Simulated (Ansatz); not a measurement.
CsSnBr3 (Pm-3m, No. 221, 5 atoms in the cell; start mp-27214), treated with PBEsol (PAW; Ansatz, an electronic-structure program).

Settings: plane-wave cutoff 520 eV, 6×6×6 k mesh, Fermi–Dirac smearing 0.01 eV, scalar-relativistic PAW data made under PBE.

Cell (relaxed at this level):

```cif
data_Br3CsSn
_chemical_formula_sum 'Cs1 Sn1 Br3'
_space_group_name_H-M_alt 'Pm-3m'
_space_group_IT_number 221
_space_group_name_Hall '-P 4 2 3'
_cell_length_a 5.76535
_cell_length_b 5.76535
_cell_length_c 5.76535
_cell_angle_alpha 90.000
_cell_angle_beta 90.000
_cell_angle_gamma 90.000
loop_
_atom_site_label
_atom_site_type_symbol
_atom_site_symmetry_multiplicity
_atom_site_Wyckoff_symbol
_atom_site_fract_x
_atom_site_fract_y
_atom_site_fract_z
_atom_site_occupancy
Cs1 Cs 1 a 0.00000 0.00000 0.00000 1
Sn1 Sn 1 b 0.50000 0.50000 0.50000 1
Br1 Br 3 c 0.00000 0.50000 0.50000 1
```

### Question
What does this level give for the band gap and direct gap at Γ?

### Answer

- band gap = 0.22 eV
- direct gap at Γ = 5.04 eV

Spin–orbit coupling is not included; it can close the smallest gap of 0.22 eV.

The computed numbers hold no vibrational or temperature effects.

It cost roughly 13 core-seconds of CPU time.

A start named mp-… is a Materials Project structure, which need not be a measured phase.
